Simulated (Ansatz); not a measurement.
BP: tensor shear ε_xy = +2.85 %

The parent structure is BP in the zinc blende structure (space group F-43m, No. 216; a = 4.5364 Å). Axes: x, y, z lie along the cube axes.

Perturbation: a pure shear with ε_xy = ε_yx = 0.0285; the atoms relax in the strained cell.

Method: r2SCAN in Ansatz (plane waves to 500 eV, PAW, no spin-orbit coupling), earlier PAW set. Γ-centred 12×12×12 mesh, Fermi–Dirac width 0.05 eV.

The volume per atom stays essentially unchanged (11.67 Å³ against 11.66 Å³) and the space group goes from F-43m (No. 216) to Imm2 (No. 44). The shortest interatomic distance shrinks by 0.025 Å, from 1.964 Å to 1.939 Å and the energy goes up by 23 meV/atom. The pressure (mean of the normal stresses, compression positive) goes from zero to 4.3 kbar and the band gap drops by 0.62 eV (1.41 eV → 0.79 eV). The gap character amounts to indirect, Γ → X and the valence-band top at Γ (three highest levels, from the VBM) changes from 0.00, 0.00, 0.00 eV to 0.00, -0.30, -0.48 eV. The valley order (the lowest conduction-band minima on the path, energy above the VBM, named in the base's zone) changes from a point along ⟨100⟩, about 1.2 Å⁻¹ from Γ 1.41 eV to X along [001] 0.79 eV; a point along [010], about 1.2 Å⁻¹ from Γ 1.15 eV and the stress (xx, yy, zz, yz, xz, xy; compression positive) comes out as (0.68, 0.68, -0.06, 0.00, 0.00, -11.28) GPa.

Stability against distortions was not tested. Labels are those of the standard path for the cell's own space group.

Ansatz is a program for electronic structure.
